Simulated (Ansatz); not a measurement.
**MoTe2: tensor shear ε_yz = −3.68 %**

Base system: MoTe2 in the 2H-MoS2 type structure (space group P6_3/mmc, No. 194; a = 3.5419 Å, c = 14.1820 Å; layered, stacked along the Cartesian z axis). Axes: x lies along a and z along c of the hexagonal cell.

One thing is altered: a pure shear with ε_yz = ε_zy = -0.0368, atoms relaxed at fixed cell.

Method: r2SCAN+rVV10 (Ansatz, a quantum-chemistry and plane-wave program; PAW; 500 eV plane waves; no spin-orbit coupling), earlier PAW set. k-mesh 11×11×3 (Γ-centred); smearing 0.05 eV (Fermi–Dirac).

* **Space group**: C2/m (No. 12) (base P6_3/mmc (No. 194))
* **Shortest interatomic distance**: 2.716 Å (base 2.721 Å)
* **Energy relative to the base (free energy F)**: +6.4 meV/atom
* **Pressure (mean of the normal stresses, compression positive)**: 0.30 GPa (base 0.00 GPa)
* **Band gap**: 0.85 eV (base 0.87 eV)
* **Gap character**: indirect, Γ → Γ–C (60 % along)
* **Smallest direct gap**: 1.08 eV (base 1.09 eV)
* **Electron mass**: 0.40 mₑ along x, 0.82 mₑ along y, 0.48 mₑ along z (off the special points)
* **Hole mass**: 2.0 mₑ along z, 1.2 mₑ across (at Γ) (base 1.8 mₑ along c, 1.2 mₑ across (at Γ))
* **Valence-band top at Γ (three highest levels, from the VBM)**: 0.00, -0.50, -1.01 eV (base 0.00, -0.50, -0.98 eV)
* **Largest internal atomic displacement**: 0.290 Å
* **Stress (xx, yy, zz, yz, xz, xy; compression positive)**: (0.28, 0.05, 0.58, 0.69, 0.00, 0.00) GPa

Final structure:

```yaml
crystal:
  lattice:
    - [3.54193, 0.00000, 0.00000]
    - [-1.77097, 3.06740, -0.11288]
    - [0.00000, -0.52190, 14.18201]
  atoms:
    - { symbol: Mo, position: [0.35906, 0.71812, 0.74771] }
    - { symbol: Mo, position: [0.64094, 0.28188, 0.25229] }
    - { symbol: Te, position: [0.28686, 0.57372, 0.12578] }
    - { symbol: Te, position: [0.67179, 0.34358, 0.62110] }
    - { symbol: Te, position: [0.71314, 0.42628, 0.87422] }
    - { symbol: Te, position: [0.32821, 0.65642, 0.37890] }
```

Spin-orbit coupling, missing from the scalar runs, can matter with Te. The cells carry an imposed strain or load. Effective masses come from finite differences of ±0.01 Å⁻¹. Stability against distortions was not tested. Labels are those of the standard path for the cell's own space group.
